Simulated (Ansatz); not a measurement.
Base system: InSb in the zinc blende structure (space group F-43m, No. 216; a = 6.450 Å).

All numbers come from DFT with LDA, PAW potentials and a 420 eV plane-wave cutoff in Ansatz (a first-principles code), without spin-orbit coupling.

Before the change:

Pressure: 0.0 GPa
Band gap: zero

One thing is altered: an isotropic linear strain of +1.00 %; the atoms relax in the strained cell.

What happens to the energy relative to the base, pressure and band gap?

The energy goes up by 4.2 meV/atom; the pressure goes from zero to -1.3 GPa; the band gap remains zero.

With Sb present, leaving out spin-orbit coupling can change the band edges. Stability against distortions was not tested. The final runs are not spin-polarised. The zero or small gap of InSb can change with the level of theory.
